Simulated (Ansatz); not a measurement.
Cl on the 1x1 (0001) surface of hcp Ru, one in a 3x3 cell, energies for each (57.7 Å²). Energies are against ½ Cl2(g), without zero-point or thermal terms; each row is named by its start.

Computed with PBE (plane waves to 420 eV, PAW; Ansatz, a program for electronic structure).

Task: Which site binds most strongly?
A) hollow Ru-Ru-Ru over Ru at depth 2.1 Å
B) top Ru
C) hollow Ru-Ru-Ru

Result: C, hollow Ru-Ru-Ru. Adsorption energies: hollow Ru-Ru-Ru -2.36 eV; hollow Ru-Ru-Ru over Ru at depth 2.1 Å -2.32 eV; top Ru -1.77 eV.
